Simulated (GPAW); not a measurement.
**GPAW run on Hf6Al2Fe (P-62m, 9 atoms in the cell): self-consistent single point**

Computed with LDA (Perdew-Wang 92), LCAO dzp, GPAW PAW datasets LDA (gpaw-data 1.0.1) in GPAW 25.7.0.

Input:

```python
from ase import Atoms
from ase.dft.kpoints import monkhorst_pack
from gpaw import GPAW

atoms = Atoms(['Hf', 'Hf', 'Hf', 'Hf', 'Hf', 'Hf', 'Al', 'Al', 'Fe'],
              cell=[[7.828530, 0.000000, 0.000000],
                    [-3.914265, 6.779706, 0.000000],
                    [0.000000, 0.000000, 3.267340]],
              scaled_positions=[[0.000000, 0.393530, 0.500000],
                                [0.393530, 0.000000, 0.500000],
                                [0.606470, 0.606470, 0.500000],
                                [0.000000, 0.749990, 0.000000],
                                [0.749990, 0.000000, 0.000000],
                                [0.250010, 0.250010, 0.000000],
                                [0.333333, 0.666667, 0.000000],
                                [0.666667, 0.333333, 0.000000],
                                [0.000000, 0.000000, 0.500000]],
              pbc=True)

calc = GPAW(mode='lcao',
            h=0.18,
            basis='dzp',
            xc='LDA',
            kpts=monkhorst_pack((3, 3, 8)) + [0.5 / 3, 0.5 / 3, 0],
            occupations={'name': 'fermi-dirac', 'width': 0.05},
            convergence={'density': 1e-05},
            symmetry={'symmorphic': False, 'tolerance': 0.0005},
            maxiter=100)

atoms.calc = calc

energy = atoms.get_potential_energy()
print('Energy (eV):', round(energy, 6))
forces = atoms.get_forces()
print('Forces (eV/Ang):')
print(forces.round(5))
```

Log, with long lists cut:

```
Input parameters:
  basis: dzp
  convergence: {density: 1e-05}
  h: 0.18
  kpts: [[-0.16666667 -0.16666667 -0.4375    ],
         [-0.16666667 -0.16666667 -0.3125    ],
         [-0.16666667 -0.16666667 -0.1875    ],
         ...,
         [ 0.5         0.5         0.1875    ],
         [ 0.5         0.5         0.3125    ],
         [ 0.5         0.5         0.4375    ]]
  maxiter: 100
  mode: lcao
  occupations: {name: fermi-dirac,
                width: 0.05}
  symmetry: {symmorphic: False,
             tolerance: 0.0005}

species:
  Hf:
    name: Hafnium
    Z: 72.0
    valence: 12
    core: 60
    charge: 0.0
    file: Hf.LDA.gz

    # LCAO basis set for Hf:
    #   Name: dzp
    #   File: Hf.dzp.basis.gz
    #   Number of radial functions: 11
    #   Number of spherical harmonics: 29
    #     l=0, rc=3.5625 Bohr: 5s-sz confined orbital
    #     l=0, rc=9.5469 Bohr: 6s-sz confined orbital
    #     l=1, rc=4.3125 Bohr: 5p-sz confined orbital
    #     l=1, rc=13.4375 Bohr: 6p-sz confined orbital
    #     l=2, rc=8.5000 Bohr: 5d-sz confined orbital
    #     l=0, rc=2.2656 Bohr: 5s-dz split-valence wave
    #     l=0, rc=5.7812 Bohr: 6s-dz split-valence wave
    #     l=1, rc=2.6406 Bohr: 5p-dz split-valence wave
    #     l=1, rc=8.3281 Bohr: 6p-dz split-valence wave
    #     l=2, rc=4.9844 Bohr: 5d-dz split-valence wave
    #     l=1, rc=9.5469 Bohr: p-type Gaussian polarization
    #   Number of RI-basis functions 0

  Al:
    name: Aluminium
    Z: 13.0
    valence: 3
    core: 10
    charge: 0.0
    file: Al.LDA.gz

    # LCAO basis set for Al:
    #   Name: dzp
    #   File: Al.dzp.basis.gz
    #   Number of radial functions: 5
    #   Number of spherical harmonics: 13
    #     l=0, rc=7.8750 Bohr: 3s-sz confined orbital
    #     l=1, rc=10.4219 Bohr: 3p-sz confined orbital
    #     l=0, rc=4.6094 Bohr: 3s-dz split-valence wave
    #     l=1, rc=6.2812 Bohr: 3p-dz split-valence wave
   [... lines left out ...]
            Hf
           Hf    Al
              Fe      Hf
                  Hf     Al
                            Hf

Atomic positions and initial magnetic moments

Positions:
   0 Hf    -1.540381    2.668018    1.633670    ( 0.0000,  0.0000,  0.0000)
   1 Hf     3.080761    0.000000    1.633670    ( 0.0000,  0.0000,  0.0000)
   2 Hf     2.373884    4.111688    1.633670    ( 0.0000,  0.0000,  0.0000)
   3 Hf    -2.935660    5.084712    0.000000    ( 0.0000,  0.0000,  0.0000)
   4 Hf     5.871319    0.000000    0.000000    ( 0.0000,  0.0000,  0.0000)
   5 Hf     0.978605    1.694994    0.000000    ( 0.0000,  0.0000,  0.0000)
   6 Al    -0.000004    4.519806    0.000000    ( 0.0000,  0.0000,  0.0000)
   7 Al     3.914269    2.259900    0.000000    ( 0.0000,  0.0000,  0.0000)
   8 Fe     0.000000    0.000000    1.633670    ( 0.0000,  0.0000,  0.0000)

Unit cell:
           periodic     x           y           z      points  spacing
  1. axis:    yes    7.828530    0.000000    0.000000    36     0.1883
  2. axis:    yes   -3.914265    6.779706    0.000000    36     0.1883
  3. axis:    yes    0.000000    0.000000    3.267340    20     0.1634

  Lengths:   7.828530   7.828530   3.267340
  Angles:   90.000000  90.000000 119.999999

Effective grid spacing dv^(1/3) = 0.1884
     iter     time        total  log10-change:
                         energy   eigst   dens
iter:   1 --:--:--   -73.585031        c
iter:   2 --:--:--   -70.329562        c -1.18
iter:   3 --:--:--   -69.987018        c -1.26
iter:   4 --:--:--   -71.793169        c -1.32
iter:   5 --:--:--   -69.608766        c -1.48
iter:   6 --:--:--   -69.215594        c -1.68
iter:   7 --:--:--   -69.249006        c -1.91
iter:   8 --:--:--   -69.442442        c -2.02
iter:   9 --:--:--   -69.182439        c -1.91
iter:  10 --:--:--   -69.140405        c -2.25
iter:  11 --:--:--   -69.138058        c -2.68
iter:  12 --:--:--   -69.138639c       c -2.72
iter:  13 --:--:--   -69.137011c       c -2.84
iter:  14 --:--:--   -69.136896c       c -3.28
iter:  15 --:--:--   -69.136851c       c -3.40
iter:  16 --:--:--   -69.136849c       c -3.51
iter:  17 --:--:--   -69.136818c       c -3.57
iter:  18 --:--:--   -69.136765c       c -3.83
iter:  19 --:--:--   -69.136763c       c -4.67
iter:  20 --:--:--   -69.136764c       c -4.79
iter:  21 --:--:--   -69.136764c       c -4.82
iter:  22 --:--:--   -69.136764c       c -4.92
iter:  23 --:--:--   -69.136764c       c -5.21c
Converged after 23 iterations.

Dipole moment: (-3.110733, -5.387949, -3.115737) |e|*Ang

Energy contributions relative to reference atoms: (reference = -2505562.752915)

Kinetic:        +76.586652
Potential:      -72.252305
External:        +0.000000
XC:             -73.939004
Entropy (-ST):   -0.097419
Local:           +0.516603
SIC:             +0.000000
--------------------------
Free energy:    -69.185474
Extrapolated:   -69.136764

Showing only first 2 kpts
 Kpt  Band  Eigenvalues  Occupancy
  0    41      9.92354    0.00000
  0    42     10.05890    0.00000
  0    43     10.17966    0.00000
  0    44     10.19963    0.00000

  1    41      9.04982    1.17959
  1    42      9.13187    0.43581
  1    43      9.44801    0.00100
  1    44      9.52431    0.00022

Fermi level: 9.06798

No gap
No difference between direct/indirect transitions
Energy (eV): -69.136764

Forces in eV/Ang:
  0 Hf    0.03167   -0.05485    0.00000
  1 Hf   -0.06334   -0.00000    0.00000
  2 Hf    0.03167    0.05485    0.00000
  3 Hf   -0.04704    0.08148    0.00000
  4 Hf    0.09409    0.00000    0.00000
  5 Hf   -0.04704   -0.08148    0.00000
  6 Al    0.00000   -0.00000    0.00000
  7 Al    0.00000    0.00000    0.00000
  8 Fe    0.00000    0.00000    0.00000
```

The run converged in 23 iterations.

The starting cell comes from a database of computed structures (which also holds hypothetical and non-ambient phases and stackings), without a prior relaxation at this level. Spin polarisation is off. Values carry the incompleteness of an atom-centred basis.

Cost on one core of a shared machine: roughly 40 min.
